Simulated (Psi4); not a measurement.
Psi4 1.11, unrestricted TPSS/def2-svp: Ti(Cl)4 anion ([Cl][Ti]([Cl])([Cl])[Cl]), charge -1, multiplicity 2, 5 atoms. The geometry is a generated start, not checked to be a minimum at this level.

* **task**: energy
* **method**: tpss
* **basis**: def2-svp
* **memory**: 3 GB
* **maxiter**: 100
* **keys of the molecule block**: symmetry c1
* **scf_type**: df (default)
* **diis_max_vecs**: 10 (default)
* **e_convergence**: 1e-06 (default)
* **d_convergence**: 1e-06 (default)
* **dft_radial_points**: 75 (default)
* **dft_spherical_points**: 302 (default)
* **basis functions**: 103
* **grid points**: 108962

```xyz
5

Ti    -0.0009     0.0005     0.0019
Cl     1.6991    -0.5494    -1.1287
Cl     0.5852     0.4616     1.9739
Cl    -0.9101     1.6903    -0.8767
Cl    -1.3734    -1.6030     0.0296
```

Charge -1 and multiplicity 2 are set for this test and not shown to be the ground state.

With the defaults (damping_percentage = 0, diis = true, scf_initial_accelerator = adiis, guess = auto, which took SAD, level_shift = 0, level_shift_cutoff = 0.01) it converges in 13 SCF iterations. One run each on 2 threads, with these changes:
- scf_initial_accelerator = ediis
- level_shift = 0.1, level_shift_cutoff = 0.001
- damping_percentage = 60, diis = false, scf_initial_accelerator = none
- scf_initial_accelerator = none
- damping_percentage = 20
- guess = core
- level_shift = 0.5, level_shift_cutoff = 0.001
- damping_percentage = 60
- guess = modhuckel

Q: Which runs fail or end elsewhere than the default run?

A: No convergence: damping_percentage = 20; damping_percentage = 60; damping_percentage = 60, diis = false, scf_initial_accelerator = none (the run ends without SCF convergence in 100 iterations). The rest reach the solution of the defaults.

```
setting                                                                SCF iterations             end
---------------------------------------------------------------------  --------------  --------------
the defaults                                                                       13   same solution
scf_initial_accelerator = ediis                                                    13   same solution
scf_initial_accelerator = none                                                     13   same solution
level_shift = 0.5, level_shift_cutoff = 0.001                                      13   same solution
level_shift = 0.1, level_shift_cutoff = 0.001                                      14   same solution
guess = modhuckel                                                                  18   same solution
guess = core                                                                       24   same solution
damping_percentage = 20                                                           100  no convergence
damping_percentage = 60                                                           100  no convergence
damping_percentage = 60, diis = false, scf_initial_accelerator = none             100  no convergence
```
